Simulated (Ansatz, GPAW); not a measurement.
**SnSe (Pnma, 8 atoms in the cell) computed with different codes at matched settings**

Self-consistent single point.

```
SnSe
1.0
   11.92574     0.00000     0.00000
    0.00000     4.21868     0.00000
    0.00000     0.00000     4.80621
Sn Se
4 4
Cartesian
  7.37953   3.16401   1.80978
  4.54621   1.05467   2.99643
 10.50908   1.05467   4.21288
  1.41666   3.16401   0.59333
  1.77157   1.05467   2.44723
 10.15417   3.16401   2.35898
  4.19130   3.16401   0.04412
  7.73444   1.05467   4.76209
```

Shared settings, as Ansatz (a program for electronic structure) writes them: kpoints.mp_grid.grid = 1 3 2; scf.occupations.method = fixed. Potentials and cutoffs stand in the table.

```
code                                           model  pressure (GPa)  largest force (eV/Å)  gap on the mesh (eV)   cutoff
------  --------------------------------------------  --------------  --------------------  --------------------  -------
Ansatz                        PBE, default PAW files           -1.39                 0.475                 0.926  30.9 Ry
GPAW    PBE, GPAW PAW datasets PBE (gpaw-data 1.0.1)           -1.49                 0.485                 0.920   600 eV
```

Size of the force on each atom (eV/Å): Sizes of forces hide their directions.

```tsv
code	Sn1	Sn2	Sn3	Sn4	Se5	Se6	Se7	Se8
Ansatz	0.475	0.475	0.475	0.475	0.343	0.343	0.343	0.343
GPAW	0.485	0.485	0.485	0.485	0.357	0.357	0.357	0.357
```

Gaps are read on the mesh. Another mesh or the band path gives a smaller gap, so these values are not converged in the mesh.

The spread over the programs that give each value: pressure within 0.10 GPa; largest force within 0.010 eV/Å; gap on the mesh within 0.006 eV.

Ansatz's pressure is given at a fixed set of plane waves, as the other plane-wave codes print theirs.

On the base mesh (1 3 3) the same programs gave: Ansatz pressure -1.33 GPa, gap on the mesh 0.781 eV; GPAW pressure -1.43 GPa, gap on the mesh 0.774 eV.

The values differ from the base mesh's, so the mesh still matters here: the table compares the programs at equal settings.

The starting cell comes from a database of computed structures (which also holds hypothetical and non-ambient phases and stackings), without a prior relaxation at this level. Its lattice was rescaled by a random factor within 2.5 % of one.

Left out of this page: CP2K (on another mesh).

Keys are those of Ansatz 0.2.
